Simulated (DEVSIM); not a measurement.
System: abrupt GaAs p-n junction, at 300 K.

```csv
layer (left to right),material,thickness (μm),Nd (cm⁻³),Na (cm⁻³),τn (s),τp (s)
1,GaAs,36.0,-,3.1e16,4.4e-9,4.4e-9
2,GaAs,0.870,6.9e16,-,4.4e-9,4.4e-9
```

Left contact: ohmic. Right contact: ohmic. Voltage is applied to the left contact. Recombination: SRH at mid-gap, radiative, Auger. Mobility is constant in doping.

This is a model device: material constants are rounded textbook-type values typed into the input, and sizes, dopings and lifetimes were drawn at random. Values at 300 K.

```
parameter        GaAs
-------------  ------
gap (eV)        1.424
affinity (eV)    4.07
permittivity     12.9
Nc (cm⁻³)      4.7e17
Nv (cm⁻³)        9e18
μn (cm²/Vs)      8500
μp (cm²/Vs)       400
B (cm³/s)       2e-10
Cn (cm⁶/s)      1e-30
Cp (cm⁶/s)      1e-30
```

DEVSIM, 1D drift-diffusion, Boltzmann statistics, complete ionisation; no tunnelling, impact ionisation, image-force lowering or self-heating.

The doping Nd of layer 2 was swept, all else fixed.

| doping Nd of layer 2 (cm^-3) | dark forward voltage at 1 A/cm² (V) | potential step across the device at zero bias (V) | dark forward voltage at 100 A/cm² (V) | largest field in the device at zero bias (V/cm) |
|---|---|---|---|---|
| 2.1e15 | 0.961 | 1.138 | 1.252 | 25000 |
| 6.9e15 | 0.990 | 1.168 | 1.254 | 42000 |
| 2.1e16 | 1.009 | 1.197 | 1.252 | 63000 |
| 6.9e16 | 1.020 | 1.228 | 1.250 | 84000 |
| 2.1e17 | 1.024 | 1.257 | 1.248 | 96000 |

From the first row to the last the dark forward voltage at 1 A/cm² goes from 0.961 to 1.024. From the first row to the last the potential step across the device at zero bias goes from 1.138 to 1.257.
